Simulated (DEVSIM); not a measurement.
Structure: Co/SiO2/p-Ge capacitor, at 300 K.

```tsv
layer (left to right)	material	thickness (nm)	Na (cm⁻³)
1	SiO2	54.0	-
2	Ge	830	1e17
```

Metal gate on the left, work function 5 eV. Fixed charge at the semiconductor interface -5.7e11 cm⁻² (in units of +e); no interface traps.

Constants are typed, rounded textbook-type inputs, not results; the design itself was drawn at random and stands for no fabricated device. Values at 300 K.

```
parameter      SiO2       Ge
-------------  ----  -------
gap (eV)          9    0.664
affinity (eV)   0.9        4
permittivity    3.9       16
Nc (cm⁻³)         -  1.04e19
Nv (cm⁻³)         -     6e18
```

DEVSIM, 1D Poisson equation in equilibrium, Boltzmann statistics, complete ionisation; no quantum confinement or tunnelling. Metal contacts follow the ideal Schottky-Mott rule: no Fermi-level pinning, no interface dipoles.

### Question
Tabulate band edges, carrier densities and field at 5.0 V on the gate.

### Answer
Energies count from the Fermi level of the right contact; mesh points crowd at the junctions.

```json
[
 {"x (μm)": "0.000", "Ec (eV)": "-0.900", "Ev (eV)": "-9.900", "n (cm⁻³)": "< 1e2", "p (cm⁻³)": "< 1e2", "field (V/cm)": "750000"},
 {"x (μm)": "0.001429", "Ec (eV)": "-0.792", "Ev (eV)": "-9.792", "n (cm⁻³)": "< 1e2", "p (cm⁻³)": "< 1e2", "field (V/cm)": "750000"},
 {"x (μm)": "0.004357", "Ec (eV)": "-0.571", "Ev (eV)": "-9.572", "n (cm⁻³)": "< 1e2", "p (cm⁻³)": "< 1e2", "field (V/cm)": "750000"},
 {"x (μm)": "0.01091", "Ec (eV)": "-0.077", "Ev (eV)": "-9.077", "n (cm⁻³)": "< 1e2", "p (cm⁻³)": "< 1e2", "field (V/cm)": "750000"},
 {"x (μm)": "0.03043", "Ec (eV)": "1.395", "Ev (eV)": "-7.606", "n (cm⁻³)": "< 1e2", "p (cm⁻³)": "< 1e2", "field (V/cm)": "750000"},
 {"x (μm)": "0.04383", "Ec (eV)": "2.405", "Ev (eV)": "-6.595", "n (cm⁻³)": "< 1e2", "p (cm⁻³)": "< 1e2", "field (V/cm)": "750000"},
 {"x (μm)": "0.04999", "Ec (eV)": "2.869", "Ev (eV)": "-6.131", "n (cm⁻³)": "< 1e2", "p (cm⁻³)": "< 1e2", "field (V/cm)": "750000"},
 {"x (μm)": "0.05330", "Ec (eV)": "3.119", "Ev (eV)": "-5.881", "n (cm⁻³)": "< 1e2", "p (cm⁻³)": "< 1e2", "field (V/cm)": "750000"},
 {"x (μm)": "0.05441", "Ec (eV)": "0.076", "Ev (eV)": "-0.588", "n (cm⁻³)": "5.4e17", "p (cm⁻³)": "8.1e8", "field (V/cm)": "120000"},
 {"x (μm)": "0.05639", "Ec (eV)": "0.098", "Ev (eV)": "-0.566", "n (cm⁻³)": "2.3e17", "p (cm⁻³)": "1.9e9", "field (V/cm)": "110000"},
 {"x (μm)": "0.06056", "Ec (eV)": "0.140", "Ev (eV)": "-0.524", "n (cm⁻³)": "4.6e16", "p (cm⁻³)": "9.4e9", "field (V/cm)": "96000"},
 {"x (μm)": "0.07562", "Ec (eV)": "0.269", "Ev (eV)": "-0.395", "n (cm⁻³)": "3.1e14", "p (cm⁻³)": "1.4e12", "field (V/cm)": "77000"},
 {"x (μm)": "0.1024", "Ec (eV)": "0.435", "Ev (eV)": "-0.229", "n (cm⁻³)": "5.0e11", "p (cm⁻³)": "8.7e14", "field (V/cm)": "47000"},
 {"x (μm)": "0.1645", "Ec (eV)": "0.554", "Ev (eV)": "-0.110", "n (cm⁻³)": "5.2e9", "p (cm⁻³)": "8.5e16", "field (V/cm)": "2800"},
 {"x (μm)": "0.3821", "Ec (eV)": "0.558", "Ev (eV)": "-0.106", "n (cm⁻³)": "4.4e9", "p (cm⁻³)": "1.0e17", "field (V/cm)": "≈ 0"},
 {"x (μm)": "0.6429", "Ec (eV)": "0.558", "Ev (eV)": "-0.106", "n (cm⁻³)": "4.4e9", "p (cm⁻³)": "1.0e17", "field (V/cm)": "≈ 0"},
 {"x (μm)": "0.7775", "Ec (eV)": "0.558", "Ev (eV)": "-0.106", "n (cm⁻³)": "4.4e9", "p (cm⁻³)": "1.0e17", "field (V/cm)": "≈ 0"},
 {"x (μm)": "0.8373", "Ec (eV)": "0.558", "Ev (eV)": "-0.106", "n (cm⁻³)": "4.4e9", "p (cm⁻³)": "1.0e17", "field (V/cm)": "≈ 0"},
 {"x (μm)": "0.8684", "Ec (eV)": "0.558", "Ev (eV)": "-0.106", "n (cm⁻³)": "4.4e9", "p (cm⁻³)": "1.0e17", "field (V/cm)": "≈ 0"},
 {"x (μm)": "0.8777", "Ec (eV)": "0.558", "Ev (eV)": "-0.106", "n (cm⁻³)": "4.4e9", "p (cm⁻³)": "1.0e17", "field (V/cm)": "≈ 0"},
 {"x (μm)": "0.8817", "Ec (eV)": "0.558", "Ev (eV)": "-0.106", "n (cm⁻³)": "4.4e9", "p (cm⁻³)": "1.0e17", "field (V/cm)": "≈ 0"},
 {"x (μm)": "0.8840", "Ec (eV)": "0.558", "Ev (eV)": "-0.106", "n (cm⁻³)": "4.4e9", "p (cm⁻³)": "1.0e17", "field (V/cm)": "≈ 0"}
]
```
